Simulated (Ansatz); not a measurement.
The parent structure is CdTe in the zinc blende structure (space group F-43m, No. 216; a = 6.4887 Å).

All numbers come from PBEsol in Ansatz (plane waves to 420 eV, PAW, spin-orbit coupling left out).

Strains are applied to the cell and any free atomic positions relax.

One change was made to it. Results:

| quantity | base | after |
|---|---|---|
| energy relative to the base (free energy F) | 0 meV/atom | +15 meV/atom |
| mean gap deformation potential ΔEg/Δln V | – | -2.9 eV |
| hole mass (degenerate bands, along [100]) | 0.056, 0.51, 0.51 mₑ (at Γ) | 0.044, 0.57, 0.57 mₑ (at Γ) |
| pressure | 0.01 GPa | -2.12 GPa |
| valley order (the lowest conduction-band minima on the path, energy above the VBM, named in the base's zone) | Γ 0.65 eV; L along ⟨111⟩ 1.74 eV | Γ 0.48 eV; L along ⟨111⟩ 1.68 eV |

### Question
What was done to the base?
(A) isotropic strain +1.00 %
(B) isotropic strain +2.00 %
(C) isotropic strain −1.50 %
(D) isotropic strain +1.50 %
(E) isotropic strain +3.00 %

### Answer
B, isotropic strain +2.00 %. For comparison, the valley order in the other runs: isotropic strain +1.00 % gives Γ 0.56 eV; L along ⟨111⟩ 1.71 eV; isotropic strain −1.50 % gives Γ 0.78 eV; L along ⟨111⟩ 1.78 eV; isotropic strain +3.00 % gives Γ 0.40 eV; L along ⟨111⟩ 1.65 eV; isotropic strain +1.50 % gives Γ 0.52 eV; L along ⟨111⟩ 1.69 eV.

With Te present, leaving out spin-orbit coupling can change the band edges. Effective masses come from finite differences of ±0.01 Å⁻¹. No phonon test of stability was made.

Ansatz is an electronic-structure program.
